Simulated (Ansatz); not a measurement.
Response to strain in InSb

Base system: InSb in the zinc blende structure (space group F-43m, No. 216).

```yaml
crystal:
  lattice:
    - [0.00000, 3.22485, 3.22485]
    - [3.22485, 0.00000, 3.22485]
    - [3.22485, 3.22485, 0.00000]
  atoms:
    - { symbol: In, position: [0.00000, 0.00000, 0.00000] }
    - { symbol: Sb, position: [0.25000, 0.25000, 0.25000] }
```

Strains are applied to the cell and any free atomic positions relax.

Method: LDA (Ansatz, a program for electronic structure; PAW; 420 eV plane waves; scalar-relativistic without spin-orbit coupling).

Candidates:
(a) isotropic strain −1.50 %
(b) isotropic strain −2.00 %
(c) isotropic strain +2.50 %
(d) isotropic strain +1.00 %

Notes on the quantities. energy relative to the base: free energy F.

Problem. Order them by energy relative to the base, highest first.

Solution. (c) isotropic strain +2.50 % (+25 meV/atom), (b) isotropic strain −2.00 % (+19 meV/atom), (a) isotropic strain −1.50 % (+10 meV/atom), (d) isotropic strain +1.00 % (+4.2 meV/atom)

Whether these cells are dynamically stable was not tested. The final runs are not spin-polarised.
